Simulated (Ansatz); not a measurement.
Base system: AlN in the wurtzite structure (space group P6_3mc, No. 186; a = 3.1302 Å, c = 5.0180 Å).

Method: PBE (Ansatz, an electronic-structure program, PAW, scalar-relativistic without spin-orbit coupling).

Strains are applied to the cell and any free atomic positions relax.

One change was made to it. Results:

```csv
quantity,base,after
width of the top valence band,2.34 eV,2.25 eV
mean gap deformation potential ΔEg/Δln V,–,-8.5 eV
"pressure (mean of the normal stresses, compression positive)",0.0 kbar,-93.1 kbar
```

Q: Which change produced these results?
A) isotropic strain +1.20 %
B) isotropic strain +0.60 %
C) isotropic strain +1.80 %

A: C, isotropic strain +1.80 %. For comparison, the pressure in the other runs: isotropic strain +1.20 % gives -64.5 kbar; isotropic strain +0.60 % gives -33.5 kbar.

Stability against distortions was not tested.
